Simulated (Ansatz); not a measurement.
## Cu: response to strain

The reference is Cu in the fcc (Cu type) structure (space group Fm-3m, No. 225; relaxed with 0.1 eV smearing).

```xyz
1
Lattice="0.0000 1.7884 1.7884 1.7884 0.0000 1.7884 1.7884 1.7884 0.0000" Properties=species:S:1:pos:R:3 pbc="T T T"
Cu     0.0000     0.0000     0.0000
```

Cartesian axes are those of the cell as printed.

Strains are applied to the cell and any free atomic positions relax; under biaxial strain the out-of-plane vector relaxes too.

Calculations: r2SCAN (Ansatz, an electronic-structure program), scalar-relativistic without spin-orbit coupling.

Notes on the quantities. energy relative to the base: free energy F.

```json
[
 {"biaxial strain, plane normal [001], relaxed out of plane (%)": "0", "energy relative to the base (meV/atom)": "0.0"},
 {"biaxial strain, plane normal [001], relaxed out of plane (%)": "0.5", "energy relative to the base (meV/atom)": "?"},
 {"biaxial strain, plane normal [001], relaxed out of plane (%)": "1", "energy relative to the base (meV/atom)": "0.9"},
 {"biaxial strain, plane normal [001], relaxed out of plane (%)": "1.5", "energy relative to the base (meV/atom)": "2.0"},
 {"biaxial strain, plane normal [001], relaxed out of plane (%)": "2", "energy relative to the base (meV/atom)": "3.4"},
 {"biaxial strain, plane normal [001], relaxed out of plane (%)": "2.5", "energy relative to the base (meV/atom)": "5.1"},
 {"biaxial strain, plane normal [001], relaxed out of plane (%)": "3", "energy relative to the base (meV/atom)": "7.1"}
]
```

Question: Fit ΔE = Aε² + Bε³ (ε in %) to the rows shown and predict the withheld row.

Answer: Least squares on the printed values gives A = 0.972 and B = -0.061 meV/atom (largest residual 0.0 meV/atom); this predicts 0.2 meV/atom, and the run gives 0.2 meV/atom, in agreement.

No phonon test of stability was made. The final runs are not spin-polarised.
